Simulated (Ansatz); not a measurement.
Start from BeTe in the zinc blende structure (space group F-43m, No. 216; a = 5.605 Å).

Levels (all Ansatz, a first-principles code, PAW, earlier PAW set): PBEsol (420 eV, no SOC); PBEsol+SOC (420 eV, spin-orbit coupling included).

The geometry is relaxed with PBEsol.

```
Quantity                      Result
--------------------------  --------
PBEsol smallest direct gap   3.61 eV
PBEsol pressure             0.01 GPa
PBEsol band gap              1.84 eV
```

Q: How does going to PBEsol+SOC change the smallest direct gap, pressure and band gap?

A: The smallest direct gap shrinks by 0.34 eV (3.61 eV → 3.27 eV); the pressure stays essentially unchanged (0.01 GPa against 0.02 GPa); the band gap falls by 0.30 eV to 1.54 eV. The threefold valence maximum splits by Δso ≈ 0.96 eV.

Single points use the geometry relaxed with PBEsol. Differences between runs with and without spin-orbit coupling are approximate. With Te present, leaving out spin-orbit coupling can change the band edges. Whether these cells are dynamically stable was not tested.
